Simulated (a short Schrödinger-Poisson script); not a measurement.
# MOS inversion layer, SiO2 on p-type GaN

Stack: MOS inversion layer, SiO2 on p-type GaN, at 400 K.

| layer | material | thickness (nm) | Na (cm⁻³) |
|---|---|---|---|
| 1 | SiO2 | 3.9 | - |
| 2 | GaN | 710 | 3.8e17 |

Constants are typed, rounded textbook-type inputs, not results; the design itself was drawn at random and stands for no fabricated device. SiO2: permittivity 3.9, conduction-band edge (eV) 3.2, gap (eV) 9, electron mass (mₑ) 0.5. GaN: permittivity 9.5, conduction-band edge (eV) 0, gap (eV) 3.43, Nv at 300 K (cm⁻³) 4.6e19.

Channel valleys (confinement mass, in-plane density-of-states mass, number): Γ 0.2, 0.2, 1. At the gate the conduction-band edge of layer 1 lies 3.21 eV − eVg above the Fermi level of the channel; the field vanishes at the back. Gaps are held at their typed values at every temperature. Mesh 0.03 nm at interfaces.

From a short Schrödinger-Poisson script (our own, NumPy): 1D Poisson equation in equilibrium, electrons quantum, Hartree (BenDaniel-Duke, 12 states a valley, the channel's in-plane mass for all, wave functions free to enter the dielectric), parabolic valleys, classical holes, full ionisation, no traps, pinning or gate leakage.

| Vg (V) | electrons (cm⁻²) | C (μF/cm²) | Γ E0 (meV) | Γ E1 (meV) |
|---|---|---|---|---|
| 0.45 | 4.42e7 | 0.0835 | 382.4 | 543.4 |
| 0.6 | 2.09e9 | 0.0894 | 249.5 | 413.0 |
| 0.75 | 6.97e10 | 0.268 | 128.1 | 294.3 |
| 0.9 | 4.43e11 | 0.562 | 62.1 | 231.4 |
| 1.05 | 1.01e12 | 0.658 | 30.3 | 203.0 |
| 1.2 | 1.64e12 | 0.696 | 9.6 | 185.8 |
| 1.35 | 2.29e12 | 0.717 | -6.3 | 173.2 |
| 1.5 | 2.96e12 | 0.729 | -19.8 | 163.1 |
| 1.65 | 3.65e12 | 0.738 | -31.7 | 154.5 |
| 1.8 | 4.34e12 | 0.745 | -42.7 | 146.8 |
| 1.95 | 5.04e12 | 0.750 | -53.0 | 139.6 |
| 2.1 | 5.74e12 | 0.754 | -62.8 | 133.0 |
| 2.25 | 6.44e12 | 0.758 | -72.3 | 126.6 |
| 2.4 | 7.15e12 | 0.761 | -81.5 | 120.5 |
| 2.55 | 7.86e12 | 0.763 | -90.5 | 114.5 |
| 2.7 | 8.58e12 | 0.766 | -99.3 | 108.7 |
| 2.85 | 9.29e12 | 0.768 | -108.0 | 103.1 |
| 3 | 1.00e13 | 0.769 | -116.7 | 97.5 |
| 3.15 | 1.07e13 | 0.771 | -125.2 | - |

Gate voltages with under 1e6 electrons/cm² are left out.

Subbands count from the Fermi level; a dash marks a level above the dielectric's band edge.

In real p-type GaN the Mg acceptor is only partly ionised, and so wide a gap doesn't supply an inversion layer without source and drain.
